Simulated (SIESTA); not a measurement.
# Worked example: self-consistent single point of NiO2 (P6_3/mmc, 6 atoms in the cell) in SIESTA

Method of the run: SIESTA with GGA PBEsol, numerical atomic orbitals DZP, PseudoDojo PBEsol standard norm-conserving potentials (rewritten from UPF to PSML).

The input file:

```
# files in the folder: Ni.psml O.psml (PseudoDojo PBEsol standard)
SystemName  NiO2
SystemLabel nio2

NumberOfAtoms                6
NumberOfSpecies              2
%block ChemicalSpeciesLabel
  1 28 Ni
  2 8 O
%endblock ChemicalSpeciesLabel
LatticeConstant              1.0 Ang
%block LatticeVectors
     2.912150000    0.000000000    0.000000000
    -1.456075000    2.521996000    0.000000000
     0.000000000    0.000000000   10.555270000
%endblock LatticeVectors
AtomicCoordinatesFormat      Ang
%block AtomicCoordinatesAndAtomicSpecies
     0.000000000    0.000000000    0.000000000  1
     0.000000000    0.000000000    5.277635000  1
     1.456076456    0.840664493    0.940263452  2
    -0.000001456    1.681331507    9.615006548  2
    -0.000001456    1.681331507    6.217898452  2
     1.456076456    0.840664493    4.337371548  2
%endblock AtomicCoordinatesAndAtomicSpecies

XC.functional                GGA
XC.authors                   PBEsol
PAO.BasisSize                DZP
PAO.EnergyShift              0.01 Ry
MeshCutoff                   300 Ry
%block kgrid.MonkhorstPack
   10   0   0  0.0
    0  10   0  0.0
    0   0   3  0.0
%endblock kgrid.MonkhorstPack
OccupationFunction           FD
ElectronicTemperature        0.1 eV
Spin                         polarized
%block DM.InitSpin
  1 +2.00
  2 +2.00
  3 +0.00
  4 +0.00
  5 +0.00
  6 +0.00
%endblock DM.InitSpin

MaxSCFIterations             150
SCF.Mixer.Method             Pulay
SCF.Mixer.Weight             0.1
SCF.Mixer.History            8
SCF.DM.Tolerance             1.0E-05
Diag.ParallelOverK           true
WriteForces                  true
Charge.Mulliken              end
```

Output, abridged:

```
reinit: Reading from file input.fdf

reinit: System Name: NiO2
reinit: System Label: nio2

NOTE on units for spin output:
{S} is the spin magnetic moment, in units of the Bohr magneton,
assuming a g-factor for the electron spin of exactly 2.
The spin magnetic moment is then numerically equal to the charge inbalance,
in units of electrons, between the spin-up and -down channels.

coor:   Atomic-coordinates input format  =     Cartesian coordinates
coor:                                          (in Angstroms)

siesta: Atomic coordinates (Bohr) and species
siesta:      0.00000   0.00000   0.00000  1        1
siesta:      0.00000   0.00000   9.97328  1        2
siesta:      2.75159   1.58863   1.77684  2        3
siesta:     -0.00000   3.17726  18.16973  2        4
siesta:     -0.00000   3.17726  11.75013  2        5
siesta:      2.75159   1.58863   8.19644  2        6

siesta: System type = bulk

initatomlists: Number of atoms, orbitals, and projectors:      6    90    88

siesta: ******************** Simulation parameters ****************************
redata: Spin configuration                          = collinear
redata: Time-Reversal Symmetry                      = T
redata: Number of Atomic Species                    =        2
redata: Mesh Cutoff                                 =   300.0000 Ry
redata: Net charge of the system                    =     0.0000 |e|
redata: Min. number of SCF Iter                     =        0
redata: Max. number of SCF Iter                     =      150
redata: SCF convergence failure will abort job
redata: SCF mix quantity                            = Hamiltonian
redata: Mix DM or H after convergence               =   F
redata: Recompute H after scf cycle                 =   F
redata: Mix DM in first SCF step                    =   T
redata: No kicks to SCF
redata: DM Mixing Weight for Kicks                  =     0.5000
   [... lines left out ...]
diag: Used triangular part                          = Lower
diag: Absolute tolerance                            =  0.100E-15
diag: Orthogonalization factor                      =  0.100E-05
diag: Memory factor                                 =  1.0000

superc: Internal auxiliary supercell:     7 x     7 x     3  =     147
superc: Number of atoms, orbitals, and projectors:    882  13230  12936

                        Single-point calculation

superc: Internal auxiliary supercell:     7 x     7 x     3  =     147
superc: Number of atoms, orbitals, and projectors:    882  13230  12936

outcell: Unit cell vectors (Ang):
        2.912150    0.000000    0.000000
       -1.456075    2.521996    0.000000
        0.000000    0.000000   10.555270

outcell: Cell vector modules (Ang)   :    2.912150    2.912150   10.555270
outcell: Cell angles (23,13,12) (deg):     90.0000     90.0000    120.0000
outcell: Cell volume (Ang**3)        :     77.5224
new_DM -- step:     1
Initializing Density Matrix...

Attempting to read DM from file... Failed...
DM filled with atomic data (user-defined):

InitMesh: MESH = 30 x 30 x 120 = 108000
InitMesh: Mesh cutoff (required, used) =   300.000   357.212 Ry

stepf: Fermi-Dirac step function
        iscf     Eharris(eV)        E_KS(eV)     FreeEng(eV)     dDmax    Ef(eV) dHmax(eV)
   scf:    1   -10669.745275   -10830.219374   -10830.636183  0.572845 -1.129529 43.140184
     spin moment: {S} , |S| = {        0.0        0.0    5.41580 }     5.41580
   scf:    2   -10932.439147   -10889.858203   -10890.148390  0.284211 -3.791348 21.613420
     spin moment: {S} , |S| = {        0.0        0.0    1.95811 }     1.95811
   scf:    3   -10878.613611   -10903.218937   -10903.264289  0.238176 -5.548873  9.716313
     spin moment: {S} , |S| = {        0.0        0.0    0.11298 }     0.11298
   scf:    4   -10856.830966   -10895.558915   -10895.752445  0.160569 -4.356981 17.856007
     spin moment: {S} , |S| = {        0.0        0.0    0.98929 }     0.98929
   scf:    5   -10913.762873   -10906.354587   -10906.420782  0.093422 -5.275480  8.046204
     spin moment: {S} , |S| = {        0.0        0.0    0.21309 }     0.21309
   scf:    6   -10901.240236   -10907.526847   -10907.537563  0.102002 -6.102977  6.274960
   [... lines left out ...]
   scf:   14   -10909.233224   -10909.233127   -10909.240635  0.000482 -5.741211  0.008958
     spin moment: {S} , |S| = {        0.0        0.0   -0.00004 }    -0.00004
   scf:   15   -10909.233173   -10909.233152   -10909.240639  0.000141 -5.740201  0.004014
     spin moment: {S} , |S| = {        0.0        0.0   -0.00000 }    -0.00000
   scf:   16   -10909.233158   -10909.233155   -10909.240640  0.000092 -5.740568  0.001444
     spin moment: {S} , |S| = {        0.0        0.0    0.00000 }     0.00000
   scf:   17   -10909.233150   -10909.233153   -10909.240640  0.000016 -5.740685  0.000338
     spin moment: {S} , |S| = {        0.0        0.0   -0.00000 }    -0.00000
   scf:   18   -10909.233153   -10909.233153   -10909.240640  0.000017 -5.740702  0.000154
     spin moment: {S} , |S| = {        0.0        0.0   -0.00000 }    -0.00000
   scf:   19   -10909.233153   -10909.233153   -10909.240640  0.000002 -5.740697  0.000110
     spin moment: {S} , |S| = {        0.0        0.0   -0.00000 }    -0.00000
SCF Convergence by DM+H criterion
max |DM_out - DM_in|         :     0.0000017344
max |H_out - H_in|      (eV) :     0.0001101928
SCF cycle converged after 19 iterations

Using DM_out to compute the final energy and forces

siesta: E_KS(eV) =           -10909.2332

siesta: E_KS - E_eggbox =    -10909.2332

siesta: Atomic forces (eV/Ang):
     1   -0.000000    0.000000   -0.000000
     2   -0.000000   -0.000000   -0.000000
     3    0.000116   -0.000067   -0.838382
     4   -0.000116    0.000067    0.838382
     5   -0.000116    0.000067   -0.838382
     6    0.000116   -0.000067    0.838382
   Tot   -0.000000   -0.000000    0.000000
   Max    0.838382
   Res    0.395217    sqrt( Sum f_i^2 / 3N )
   Max    0.838382    constrained

Stress tensor Voigt[x,y,z,yz,xz,xy] (kbar):      190.79      191.00       97.94        0.00        0.00        0.18
(Free)E + p*V (eV/cell)   -10916.9779
Target enthalpy (eV/cell)   -10909.2406

siesta: Program's energy decomposition (eV):
siesta: Ebs     =     -1795.066971
siesta: Eions   =     14181.014602
siesta: Ena     =      1043.395210
siesta: Ekin    =      5457.664752
siesta: Enl     =     -1711.476116
siesta: Eso     =         0.000000
siesta: Edftu   =         0.000000
siesta: DEna    =        68.783061
siesta: DUscf   =         4.109039
siesta: DUext   =         0.000000
siesta: Ex      =     -1494.634696
siesta: Ec      =       -96.059800
siesta: Exc     =     -1590.694496
siesta: Eharris =    -10909.233153
siesta: Etot    =    -10909.233153
siesta: FreeEng =    -10909.240640

siesta: Atomic forces (eV/Ang):
siesta:      1   -0.000000    0.000000   -0.000000
siesta:      2   -0.000000   -0.000000   -0.000000
siesta:      3    0.000116   -0.000067   -0.838382
siesta:      4   -0.000116    0.000067    0.838382
siesta:      5   -0.000116    0.000067   -0.838382
siesta:      6    0.000116   -0.000067    0.838382
siesta: ----------------------------------------
siesta:    Tot   -0.000000   -0.000000    0.000000

siesta: Stress tensor (static) (eV/Ang**3):
siesta:     0.119082    0.000111    0.000000
siesta:     0.000111    0.119210    0.000000
siesta:     0.000000    0.000000    0.061129

   [... lines left out ...]
siesta: Cell volume =         77.522449 Ang**3
siesta:        -159.90818969       -199.15257056  kBar
   [... lines left out ...]

Species: Ni
Atom  Qatom  Qorb
               3s      4s      4s      3py     3pz     3px     4py     4pz
               4px     3dxy    3dyz    3dz2    3dxz    3dx2-y2 3dxy    3dyz
               3dz2    3dxz    3dx2-y2
   1  8.676   0.993   0.279  -0.047   0.998   0.995   0.998   0.142   0.129
              0.142   0.814   0.739   0.945   0.739   0.814  -0.008   0.000

              0.010   0.000  -0.008
   2  8.676   0.993   0.279  -0.047   0.998   0.995   0.998   0.142   0.129
              0.142   0.814   0.739   0.945   0.739   0.814  -0.008   0.000

              0.010   0.000  -0.008

Species: O
Atom  Qatom  Qorb
               2s      2s      2py     2pz     2px     2py     2pz     2px
               3Pdxy   3Pdyz   3Pdz2   3Pdxz   3Pdx2-y2
   3  3.162   0.848   0.047   0.733   0.861   0.733  -0.004  -0.079  -0.004
              0.005   0.006   0.005   0.006   0.005
   4  3.162   0.848   0.047   0.733   0.861   0.733  -0.004  -0.079  -0.004
   [... 5 lines left out ...]

mulliken: Qtot =       30.000

Mulliken Atomic Populations:
Atom #   charge [q] valence [e]      Sz [e]  Species
     1     0.647428   17.352572    0.000062  Ni
     2     0.647428   17.352572    0.000062  Ni
     3    -0.323714    6.323714   -0.000031  O
     4    -0.323714    6.323714   -0.000031  O
     5    -0.323714    6.323714   -0.000031  O
     6    -0.323714    6.323714   -0.000031  O
 Total    -0.000000               -0.000000
```

The run converged in 19 iterations.

The starting cell comes from a database of computed structures (which also holds hypothetical and non-ambient phases and stackings), without a prior relaxation at this level. The starting moments vanished: the run ended non-magnetic, which need not be the lowest state. Values carry the incompleteness of an atom-centred basis. With a pressure of about -16 GPa the cell is away from its equilibrium volume at this level.

Cost on one core of a shared machine: roughly 40 s.
